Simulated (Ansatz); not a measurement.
## CoSi2, response to strain

The reference is CoSi2 (space group Fm-3m, No. 225; a = 5.3149 Å; non-magnetic). Axes: x, y, z lie along the cube axes.

Strains are applied to the cell and any free atomic positions relax; under biaxial strain the out-of-plane vector relaxes too; under stress the whole cell relaxes.

Calculations: DFT with r2SCAN, PAW potentials and a 500 eV plane-wave cutoff in Ansatz (an electronic-structure program), no SOC.

Candidates:
(a) biaxial strain +4.58 %, plane normal [111], relaxed out of plane
(b) uniaxial stress, 0.5 GPa compression along x
(c) biaxial strain −0.75 %, plane normal [111], relaxed out of plane
(d) isotropic strain −2.32 %

Notes on the quantities. energy relative to the base: free energy F.

Q: Order them by energy relative to the base, highest first.

A: (a) biaxial strain +4.58 %, plane normal [111], relaxed out of plane (+57 meV/atom), (d) isotropic strain −2.32 % (+40 meV/atom), (c) biaxial strain −0.75 %, plane normal [111], relaxed out of plane (+1.6 meV/atom), (b) uniaxial stress, 0.5 GPa compression along x (+0.1 meV/atom)

Without a gap, meshes like the base's 15×15×15 leave anisotropic stresses uncertain by several tenths of a GPa, and small strain energies with them. Beyond what the load breaks, stability against distortions was not tested. Starting moments died away, wholly or in part, for the base; another magnetic solution may exist. The final runs are not spin-polarised. An odd electron count without spin: CoSi2.
